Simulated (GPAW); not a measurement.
```
CELL_PARAMETERS angstrom
      2.14770    -5.37829     0.00000
      2.14770     5.37829     0.00000
      0.00000     0.00000     3.96646
ATOMIC_POSITIONS crystal
  Y  0.13861 0.86139 0.26261
  Y  0.86139 0.13861 0.75000
  Ge 0.41562 0.58438 0.25000
  Ge 0.58438 0.41562 0.75000
```

Level of theory: PBEsol, GPAW PAW datasets PBEsol (made by gpaw-setup) (plane waves; GPAW).

The set-up and first iterations of a GPAW log for YGe (Cm, 4 atoms in the cell):

```
Input parameters:
  convergence: {density: 1e-05,
                energy: 1e-05}
  kpts: {gamma: True,
         size: (4, 4, 4)}
  maxiter: 150
  mode: {ecut: 550.0,
         name: pw}
  nbands: 15
  occupations: {fixmagmom: False,
                name: fermi-dirac,
                width: 0.1}
  symmetry: {symmorphic: False,
             tolerance: 0.0005}
  xc: PBEsol

species:
  Y:
    name: Yttrium
    Z: 39.0
    valence: 11
    core: 28
    charge: 0.0
    file: Y.PBEsol.gz

    # Using partial waves for Y as LCAO basis

  Ge:
    name: Germanium
    Z: 32.0
    valence: 4
    core: 28
    charge: 0.0
    file: Ge.PBEsol.gz

    # Using partial waves for Ge as LCAO basis

Reference energy: -298186.397321  # eV

Spin-paired calculation

Convergence criteria:
 Maximum [total energy] change in last 3 cyles: 1e-05 eV / valence electron
 Maximum integral of absolute [dens]ity change: 1e-05 electrons / valence electron
   [... lines left out ...]

Eigensolver

Densities:
  Coarse grid: 32*32*24 grid
  Fine grid: 64*64*48 grid
  Total Charge: 0.000000

Density mixing:
  Method: separate
  Backend: pulay
  Linear mixing parameter: 0.05
  old densities: 5
  Damping of long wavelength oscillations: 50

Hamiltonian:
  XC and Coulomb potentials evaluated on a 64*64*48 grid
  External potential:
    NoExternalPotential

XC parameters: PBEsol with 2 nearest neighbor stencil

Number of atoms: 4
Number of atomic orbitals: 34
Number of bands in calculation: 15
Number of valence electrons: 30
Bands to converge: occupied

Density initialized from atomic densities
  15 bands from LCAO basis set

Atomic positions and initial magnetic moments

Positions:
   0 Y      2.147704    3.887318    1.041617    ( 0.0000,  0.0000,  0.0000)
   1 Y      2.147704   -3.887318    2.974848    ( 0.0000,  0.0000,  0.0000)
   2 Ge     2.147704    0.907640    0.991616    ( 0.0000,  0.0000,  0.0000)
   3 Ge     2.147704   -0.907640    2.974848    ( 0.0000,  0.0000,  0.0000)

Unit cell:
           periodic     x           y           z      points  spacing
  1. axis:    yes    2.147704   -5.378287    0.000000    32     0.1247
  2. axis:    yes    2.147704    5.378287    0.000000    32     0.1247
  3. axis:    yes    0.000000    0.000000    3.966464    24     0.1653

  Lengths:   5.791252   5.791252   3.966464
  Angles:   90.000000  90.000000 136.463518

Effective grid spacing dv^(1/3) = 0.1551
     iter     time        total  log10-change:
                         energy   eigst   dens
iter:   1 --:--:--   -23.712283
iter:   2 --:--:--   -23.681970   -1.61  -1.24
iter:   3 --:--:--   -23.587341   -0.55  -1.26
iter:   4 --:--:--   -23.568595   -1.66  -1.78
iter:   5 --:--:--   -23.711479   -1.35  -1.79
```

**Question.** How does the run end?

**Answer.** The run ended unconverged after 150 iterations. It gives no final result for the task that was set. The log goes on:

```
   [... 4 lines left out ...]
iter:  10 --:--:--   -23.485911   -2.97  -2.70
iter:  11 --:--:--   -23.486198   -3.17  -2.63
iter:  12 --:--:--   -23.487131   -3.17  -2.62
   [... lines left out ...]
iter: 149 --:--:--   -23.498201c  -5.85  -4.77
iter: 150 --:--:--   -23.498202c  -5.89  -4.76

Did not converge!

Here are some tips:

1) Make sure the geometry and spin-state is physically sound.
2) Use less aggressive density mixing.
3) Solve the eigenvalue problem more accurately at each scf-step.
4) Use a smoother distribution function for the occupation numbers.
5) Try adding more empty states.
6) Use enough k-points.
7) Don't let your structure optimization algorithm take too large steps.
8) Solve the Poisson equation more accurately.
9) Better initial guess for the wave functions.

See details here:

    https://gpaw.readthedocs.io/documentation/convergence.html
Traceback (most recent call last):
   [... frames left out ...]
gpaw.KohnShamConvergenceError: Did not converge!  See text output for help.
```

The starting cell comes from a database of computed structures (which also holds hypothetical and non-ambient phases and stackings), without a prior relaxation at this level. Its lattice was rescaled by up to half a per cent. One atom was moved a little off its site on purpose.

The run was DFT PBEsol, plane waves, GPAW PAW datasets PBEsol (made by gpaw-setup). Main settings of its input:

| setting | value |
|---|---|
| mode | pw |
| ecut | 550 eV |
| xc | PBEsol |
| kpts | 4 4 4 |
| mesh shift (steps) | 0 0 0 |
| occupations.name | fermi-dirac |
| occupations.width | 0.1 eV |
| nbands | 15 |
| convergence.density | 1e-05 e/electron |
| convergence.energy | 1e-05 eV/electron |
| symmetry.symmorphic | false |
| symmetry.tolerance | 0.0005 |
